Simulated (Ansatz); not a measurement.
**Pressure series in Y**

Take Y in the hcp (Mg type) structure (space group P6_3/mmc, No. 194) as the base.

```yaml
crystal:
  lattice:
    - [3.65568, 0.00000, 0.00000]
    - [-1.82784, 3.16591, 0.00000]
    - [0.00000, 0.00000, 5.67880]
  atoms:
    - { symbol: Y, position: [0.33333, 0.66667, 0.75000] }
    - { symbol: Y, position: [0.66667, 0.33333, 0.25000] }
```

Cell and atoms are relaxed at each pressure.

The values are results of PBE in Ansatz (plane waves to 420 eV, PAW, no spin-orbit coupling), earlier PAW set, not measurements.

Notes on the quantities. enthalpy: H = E + PV relative to the base's energy.

```tsv
case	c/a ratio	enthalpy	shortest interatomic distance
base	1.553	–	6.686 bohr
pressure −2 GPa	1.554	-0.42 eV/atom	[?]
pressure −1 GPa	1.554	-0.21 eV/atom	6.743 bohr
pressure 3 GPa	1.554	+0.59 eV/atom	6.540 bohr
pressure 7 GPa	1.561	+1.33 eV/atom	6.388 bohr
pressure 15 GPa	1.580	+2.67 eV/atom	6.169 bohr
pressure 30 GPa	1.615	+4.87 eV/atom	5.901 bohr
pressure 50 GPa	1.649	+7.38 eV/atom	5.622 bohr
pressure 75 GPa	1.688	+10.12 eV/atom	5.332 bohr
pressure 100 GPa	1.702	+12.55 eV/atom	5.140 bohr
```

Problem. What belongs in the blanks?

Solution. 
- pressure −2 GPa, shortest interatomic distance: 6.807 bohr

Load acts through the strain it causes; cell and atoms are relaxed under it. Stability against distortions was not tested. Competing high-pressure phases were not computed. The final runs are not spin-polarised.

Ansatz is an electronic-structure program.
